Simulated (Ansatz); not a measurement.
Cells marked so need not be the phases stable at ambient conditions, and some may be hypothetical.

No gap correction and no spin-orbit coupling; mid-gap values are interpolated between computed energies.

A. Cs$_{3}$Sb (Fm-3m, not sure to be the ambient phase, 4 atoms a cell, 49.4 Å³ an atom), along the normal of (110)
B. K3P (P6_3/mmc, not sure to be the ambient phase, 8 atoms a cell, 34.9 Å³ an atom), along the normal of (100)
C. K₃ZnH₅ (I4/mcm, not sure to be the ambient phase, 18 atoms a cell, 16.7 Å³ an atom), along the normal of (110)
D. AuCl (I4_1/amd, not sure to be the ambient phase, 8 atoms a cell, 24.8 Å³ an atom), along the normal of (100)

Rank these by mid-gap decay constant of the slowest evanescent state (highest first), as r2SCAN (Ansatz, a quantum-chemistry and plane-wave program) gives it.

C (0.40 1/Å), D (0.18 1/Å), A (0.14 1/Å), B (0.11 1/Å)
